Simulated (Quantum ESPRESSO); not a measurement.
**Effort and miss along a sweep of conv_thr: SrSi (Cmcm, 4 atoms in the cell)**

```xyz
4
Lattice="2.4150 5.6650 0.0000 -2.4150 5.6650 0.0000 0.0000 0.0000 4.0400" Properties=species:S:1:pos:R:3 pbc="T T T"
Sr    -2.4150    -1.5862    -1.0100
Sr    -2.4150     1.5862    -3.0300
Si    -2.4150    -4.9172    -1.0100
Si    -2.4150     4.9172    -3.0300
```

Method of the run: PBEsol, GBRV 1.5 ultrasoft (PBESOL) pseudopotentials (plane waves; Quantum ESPRESSO).

Base settings: ecutwfc = 40 Ry; ecutrho = 200 Ry; occupations = smearing; smearing = mp; degauss = 0.0073499 Ry; potentials = {Sr: sr_pbesol_v1.uspp.F.UPF, Si: si_pbesol_v1.uspp.F.UPF}; K_POINTS = automatic 6 6 7 0 0 0; conv_thr = 1e-08 Ry; mixing_beta = 0.7.

Misses are taken against the tightest run, 7.3e-14 Ry, which need not be fully converged itself. The energy is the free energy per atom.

The count of work is k-points × plane waves × bands × iterations; it is no time, and leaves out set-up, grids and terms that scale otherwise. Core times come from one kind of shared machine and are given to one figure; runs under 30 s give none.

The starting cell comes from a database of published, mostly measured structures (it also holds non-ambient and calculated ones), without a prior relaxation at this level.

```
conv_thr    energy less reference (meV/atom)  largest difference in the force on any atom (eV/Å)  count of work / reference  core time / reference (rough)
----------  --------------------------------  --------------------------------------------------  -------------------------  -----------------------------
0.0073 Ry                               9.97                                               0.225                       0.25                            0.4
0.00073 Ry                              0.11                                               0.021                       0.42                            0.5
7.3e-05 Ry                              0.11                                               0.021                       0.42                            0.5
7.3e-06 Ry                              0.00                                               0.008                       0.50                            0.6
7.3e-07 Ry                              0.00                                               0.005                       0.58                            0.7
7.3e-08 Ry                              0.00                                               0.005                       0.58                            0.7
1e-08 Ry                                0.00                                               0.001                       0.67                            0.7
7.3e-10 Ry                              0.00                                               0.000                       0.75                            0.7
7.3e-12 Ry                              0.00                                               0.000                       0.83                            0.9
7.3e-14 Ry                              0.00                                               0.000                        1.0                              1
```

Coarsest setting among those run that, with all tighter ones, holds the energy within 2 meV/atom of the reference: 0.00073 Ry, off by 0.11 meV/atom; its saving against the reference is no more than about a factor of 2 in time.

The step from 0.0073 Ry to 7.3e-12 Ry: it takes the miss in the energy from 10.0 to 0.00 meV/atom, for 3.3 times the count of work and roughly 2 times the time.
